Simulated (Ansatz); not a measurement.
Start from MgO in the rock salt structure (space group Fm-3m, No. 225).

```
MgO
1.0
    0.00000     2.10221     2.10221
    2.10221     0.00000     2.10221
    2.10221     2.10221     0.00000
Mg O
1 1
Direct
  0.00000   0.00000   0.00000
  0.50000   0.50000   0.50000
```

Cartesian axes are those of the cell as printed.

Method: Ansatz (an electronic-structure program), r2SCAN, PAW, cutoff 500 eV, no spin-orbit coupling.

Now apply this change: every lattice vector is shortened by 2.50 %, atoms relaxed at fixed cell.

Problem. Predict the stress tensor and what it implies for the stiffness.

Solution. Stress of the strained cell less that of the base (GPa, compression positive):
```
  14.79    0.00    0.00
   0.00   14.79    0.00
   0.00    0.00   14.79
```

Then B = −ΔP/(ΔV/V₀) with ΔV/V₀ = -0.0731 gives secant stiffness values (nonlinear terms included at this strain): B ≈ 202 GPa.

As a check, the harmonic strain energy −½ V₀ Δσ:ε is 32 meV/atom; the computed energy rise is 29 meV/atom.

Whether these cells are dynamically stable was not tested.
